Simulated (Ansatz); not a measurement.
Response to strain in ZnCu

Start from ZnCu in the CsCl type structure (space group Pm-3m, No. 221; a = 2.908 Å; relaxed with 0.1 eV smearing). Axes: x, y, z lie along the cube axes.

Strains are applied to the cell and any free atomic positions relax.

Level of theory: Ansatz (a quantum-chemistry and plane-wave program) PBEsol, no spin-orbit coupling.

Notes on the quantities. energy relative to the base: free energy F; pressure: mean of the normal stresses, compression positive.

| variant | shortest interatomic distance | energy relative to the base | pressure |
|---|---|---|---|
| base | 2.519 Å | 0 meV/atom | 0.0 GPa |
| tensor shear ε_xy = +1.14 % | 2.500 Å | +2.0 meV/atom | 0.1 GPa |
| tensor shear ε_xy = +0.86 % | 2.504 Å | +1.1 meV/atom | 0.1 GPa |
| tensor shear ε_xy = +1.71 % | 2.490 Å | +4.5 meV/atom | 0.2 GPa |
| tensor shear ε_xy = +1.43 % | 2.495 Å | +3.1 meV/atom | 0.1 GPa |
| tensor shear ε_xy = +2.00 % | 2.485 Å | +6.1 meV/atom | 0.3 GPa |
| tensor shear ε_xy = +0.57 % | 2.509 Å | +0.5 meV/atom | 0.0 GPa |
| tensor shear ε_xy = +0.29 % | 2.514 Å | +0.1 meV/atom | 0.0 GPa |

No phonon test of stability was made. The final runs are not spin-polarised.
